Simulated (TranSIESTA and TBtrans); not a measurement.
## Au chain with one Mg atom in place of Au

Junction: Au chain with one Mg atom in place of Au. Leads: straight Au chain, spacing 2.703 Å. Geometry: 3 atoms about the centre moved by SIESTA (PBE, DZP) to a largest force of 0.03 eV/Å, all others as built, motion along the axis alone.

TranSIESTA and TBtrans, PBE, SZP numerical orbitals (energy shift 0.15 eV), PseudoDojo norm-conserving scalar-relativistic potentials, mesh cutoff 200 Ry, 300 K, no spin polarisation, no spin-orbit coupling; self-consistent non-equilibrium Green functions.

```
Property                           Result
---------------------------------  ------
Conductance at 300 K (G0 = 2e²/h)    0.90
Mean T from −0.5 to 0.5 eV           0.91
```

Energies count from the leads' Fermi level. Transmissions are for one spin of a degenerate pair. The energy step is 0.01 eV; narrower resonances are cut or missed.

```tsv
E (eV)	T	lead channels
-2.00	0.86	3
-1.80	0.93	3
-1.60	1.03	3
-1.40	1.13	3
-1.20	1.16	3
-1.00	1.09	band edge
-0.80	0.55	band edge
-0.60	0.051	3
-0.40	0.96	4
-0.20	0.96	4
0.00	0.90	1
0.20	0.87	1
0.40	0.87	1
0.60	0.87	1
0.80	0.88	1
1.00	0.89	1
1.20	0.89	1
1.40	0.90	1
1.60	0.90	1
1.80	0.89	1
2.00	0.89	1
```

The straight chain is held at its spacing; free chains may zigzag or dimerise. No spin-polarised start was tried, so a magnetic state, if there is one, is missed. Spin-orbit coupling, left out here, matters for the heavy atoms.
